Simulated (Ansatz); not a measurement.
Consider Li in the bcc (W type) structure (space group Im-3m, No. 229).

```xyz
1
Lattice="-1.7381 1.7381 1.7381 1.7381 -1.7381 1.7381 1.7381 1.7381 -1.7381" Properties=species:S:1:pos:R:3 pbc="T T T"
Li     0.0000     0.0000     0.0000
```

The values are results of r2SCAN (Ansatz, a first-principles code), spin-orbit coupling left out, earlier PAW set, not measurements.

Before the change:

The lattice parameter a is 3.476 Å.

The change: full substitution Li → B, then cell and atoms are relaxed.

### Question
Predict the new lattice parameter a.

### Answer
The lattice parameter a falls by 1.1827 Å, from 3.476 Å to 2.294 Å.

Stability against distortions was not tested. As relaxed here, B is a hypothetical phase, not in the database extracts checked.
